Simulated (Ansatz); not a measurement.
Cost and result by functional for the surface energy of the (221) surface of fcc Ag in its 1x1 cell, outermost plane spacing 0.69 Å in the ideal cut, in Ansatz (plane waves, PAW). Single points on the PBE structure, on one kind of machine; costs are rough ratios of the slab run's core time (references not counted) to the cheapest single point. r2SCAN's cost holds its higher cutoff (500 against 420 eV). Differences are taken against r2SCAN for comparison alone: no measured value is at hand, so the table doesn't rank accuracy.

Slab: 16 atoms, 10.4 Å thick at the start (thin: gaps and levels are the slab's own); k 13x5x1, smearing 0.1 eV, dipole-corrected; all atoms relaxed; held to the start's symmetry, so lower structures may exist; no spin, no spin-orbit, no U. These notes are the PBE run's.

```csv
functional,relative cost,surface energy (J/m²),less r2SCAN (J/m²)
LDA,1,1.27,0.25
RPBE,1,0.62,-0.39
PBEsol,1,1.11,0.09
r2SCAN,2,1.02,0.00
PBE (the relaxed run's value),–,0.83,-0.18
```

The values span 0.64 J/m², while the single points' costs differ by a factor of roughly 2. Differences are of unrounded values.

Ansatz is a quantum-chemistry and plane-wave program.
